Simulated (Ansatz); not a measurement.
Cl on the 1x1 (111) surface of fcc Au (the real clean face reconstructs), one in a 2x2 cell, energies for each (29.9 Å²). Energies are against ½ Cl2(g), without zero-point or thermal terms; each row is named by its start.

Method: PBE (plane waves to 420 eV, PAW; Ansatz, a quantum-chemistry and plane-wave program).

Slab: 17 atoms, 7.2 Å thick at the start under the adsorbate (thin: gaps and levels are the slab's own); k 6x6x1, smearing 0.1 eV, dipole-corrected; 8 atoms held, the rest relaxed; each run with such symmetry as its start has; no spin, no spin-orbit, no U, no dispersion correction.

A negative adsorption energy means that the adsorbate is more stable on the surface than in its reference. Heights count from the host atoms within 0.3 Å of the top one.

| starting site | E_ads (eV) | height (Å) | nearest host atom (Å) | bonded to | Δ work function (eV) | lateral drift (Å) |
|---|---|---|---|---|---|---|
| top Au | -0.72 | 2.43 | Au 2.37 | Au | 1.52 | 0.0 |
| hollow Au-Au-Au over Au at depth 2.4 Å | -0.88 | 2.08 | Au 2.70 | 3 Au | 0.83 | 0.0 |
| hollow Au-Au-Au over Au at depth 4.8 Å | -0.89 | 2.08 | Au 2.68 | 3 Au | 0.72 | 0.0 |
| bridge Au-Au (span 2.9 Å) | -0.88 | 2.13 | Au 2.59 | 2 Au | 0.84 | 0.2 |
